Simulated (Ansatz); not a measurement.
An Ansatz (an electronic-structure program) run: hypothetical CsCl type VAs; plane-wave PAW DFT at the PBE level (Ansatz, 420 eV), spin-orbit coupling left out.

Input:

Ansatz 0.2 input:
```yaml
crystal:
  lattice:
    - [3.0683047784, 0, 0]
    - [0, 3.0683047784, 0]
    - [0, 0, 3.0683047784]
  atoms:
    - { symbol: V, position: [0, 0, 0] }
    - { symbol: As, position: [0.5, 0.5, 0.5] }
basis: { ecutwfc: 420, ecutrho_ratio: 4, xc_grid: 2, fft_grid_basis: typed }
kpoints: { mp_grid: { grid: [15, 15, 15] } }
hamiltonian:
  xc: pbe
  dispersion: none
  pseudopotentials: { kind: paw }
scf: { occupations: { method: fermi_dirac, width: 0.05 }, convergence: { dr2_threshold: 0.0000000002 } }
output: { forces: true, stress: true }
checkpoint: { write: state.ck, write_every: 1000 }
```

Output (explanatory and most iteration lines left out):

```
Pseudopotential: V, paw, valence charge 13
Pseudopotential: As, paw, valence charge 15
Crystal: 2 atoms, lattice volume = 28.887 Å³
Basis set: ecut = 420 eV, 587 PW (Γ), exchange–correlation on 48×48×48 points (8 copies of the dense FFT grid, shifted against one another)
Bands: 18, of which v1, the nominal top of the filled ones, is band 14 counted from 1 (13 counted from 0)
Symmetry: 48 space group operations
Space group: Pm-3m (ITA 221), of the structure as read, at distance tolerance 3.1e-5 Å
k-points: 120 of 3375
Functional: x = pbe(κ = 0.804, μ = 0.2195149727645171), c = pbe(β = 0.06672455060314922)
SCF iter   1: F=—  HF=-7768.960531 eV  |F-HF|=—  |Δ(HF+E_count)|=         —  Δρ=1.29e-2  dr2=5.56e-2  ethr=1.77e-3  ⟨swp⟩=4.1  Hψ=8698  notcnv=0
SCF iter   2: F=—  HF=-7768.957408 eV  |F-HF|=—  |Δ(HF+E_count)|=   3.12e-3  Δρ=8.79e-3  dr2=2.99e-2  ethr=1.99e-4  ⟨swp⟩=2.0  Hψ=3519  notcnv=0  defer=1
SCF 1 converged in 8 iterations: F = -7768.952997 eV  dr2 = 2.98e-11
SCF converged after 8 iterations
Free energy (F): -7768.952997 eV
Internal energy: -7768.937261 eV  (E = F + TS)
E sigma→0 (E₀):  -7768.945129 eV
Entropy (-TS):   -0.015736 eV (-7.868 meV/atom)
Fermi energy:    16.723949 eV
--- Forces (eV/Å), atoms counted from 1 ---
  atom   1  V     -0.00000000    -0.00000000     0.00000000
  atom   2  As     0.00000000    -0.00000000     0.00000000
--- Stress (GPa, compression-positive) ---
       -0.000169      -0.000000      -0.000000
       -0.000000      -0.000169      -0.000000
        0.000000       0.000000      -0.000169
  P = ⅓ Tr σ = -0.0002 GPa (-0.002 kbar)
```

No phonon test of stability was made. Seeded moments were not kept for the base. The final runs are not spin-polarised. The cell is VAs in the CsCl type structure (space group Pm-3m, No. 221; a hypothetical phase, not in the database extracts checked).
